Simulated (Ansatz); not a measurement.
Fe2O3 under a change: Fe vacancy

The reference is a 10-atom supercell of Fe₂O₃ in the corundum structure (space group R-3c, No. 167; a = 4.698 Å, c = 13.190 Å (hexagonal axes); ferromagnetic) at its relaxed geometry.

The change: a neutral Fe vacancy, atoms relaxed at fixed cell, starting from a slightly rattled geometry.

Computed with Ansatz (a quantum-chemistry and plane-wave program), PBEsol, PAW, cutoff 420 eV, no spin-orbit coupling. k-mesh 10×10×10 (Γ-centred); smearing 0.05 eV (Fermi–Dirac).

- Pressure = -3.8 GPa (base 0.0 GPa)
- Largest displacement of a host atom from its site in the perfect cell = 0.18 Å
- Mean distance from the defect site to its nearest host atoms = 2.03 Å (base 1.87 Å)

Cost of the whole job for the changed cell (relaxation, final SCF and bands): about 60 core-minutes (a rough figure).

In so small a cell the defect repeats every few ångströms: this is an ordered compound, not a dilute defect. No Hubbard U is applied and the magnetic state is the run's own (FeO2 magnetic; Fe2O3 ferromagnetic); small cells can't hold the antiferromagnetic order that many such compounds have, so gaps and moments can be off. In its common phase, real Fe2O3 is an antiferromagnetic insulator at low temperature. The defect cell is spin-polarised and ends with 6.0 μB.
